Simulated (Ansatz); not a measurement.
BN (Imm2), r2SCAN, rigid bands in Ansatz (a program for electronic structure): Condition of this run: uniaxial stress along [110] of 27 GPa (compression positive) (the target of the relaxation). band gap 4.73 eV, N_c = 1.40e19 cm⁻³ and N_v = 2.02e19 cm⁻³ at 300 K, conductivity masses along z (a = (-0.02, 1.78, 1.81) Å; b = (1.78, -0.02, 1.81) Å; c = (1.75, 1.75, 0.00) Å) of 0.299 mₑ (electrons) and 0.589 mₑ (holes). Take k_BT = 0.02585 eV.

**Question.** Find the intrinsic carrier density and the intrinsic Fermi level.

**Answer.** n_i = √(N_c N_v) exp(−E_g/2k_BT) = 1.68e19 × exp(−91.48) = 3.1e-21 cm⁻³. The level lies (k_BT/2) ln(N_v/N_c) = 5 meV from mid-gap (positive towards the conduction band). Each 0.1 eV added to the gap lowers n_i by a factor of 6.9.

**Question.** What thermal injection velocity √(2k_BT/πm) limits a ballistic channel along the direction named?

**Answer.** 9.84e6 cm/s for electrons and 7.01e6 cm/s for holes, a ratio of √(m_h/m_e) = 1.40, for dilute carriers.

**Question.** A film of it is 3 nm thick, with its normal along the direction named. Estimate the confinement energies in an infinite well.

**Answer.** ħ²π²/(2m t²) = 0.376 eV·nm²/(m/mₑ × t²) gives 140 meV for electrons and 70.9 meV for holes, so the gap would widen to about 4.94 eV. Finite barriers and nonparabolic bands lower this, and with several valleys or bands the heaviest mass along the normal sets the lowest level, not this average.

Rigid, parabolic bands with the computed gap; masses take one relaxation time for all states. Spin-orbit coupling is left out. Geometry: cell and atoms relaxed with PBEsol.
